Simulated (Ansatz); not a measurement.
Consider the following.

```xyz
2
Lattice="0.0000 2.7116 2.7116 2.7116 0.0000 2.7116 2.7116 2.7116 0.0000" Properties=species:S:1:pos:R:3 pbc="T T T"
Ge     0.0000     0.0000     0.0000
Ge     1.3558     1.3558     1.3558
```

Level of theory: LDA, finite-displacement electron-phonon coupling, linearised Boltzmann equation (plane waves, PAW, scalar-relativistic; Ansatz, a quantum-chemistry and plane-wave program). Condition of this run: hydrostatic pressure 10 GPa (the target of the relaxation). Geometry: relaxed with this functional, without spin-orbit coupling, then loaded as said.

**Question.** What phonon-limited electron drift mobility does this give at 300 K?

**Answer.** 1170 cm²/(V·s).

Scattering by harmonic phonons alone: no impurities, screening or carrier-carrier scattering, bands fixed at 0 K. From a coarser fine mesh the values given move by up to 5 %. The mesh was bound by memory.
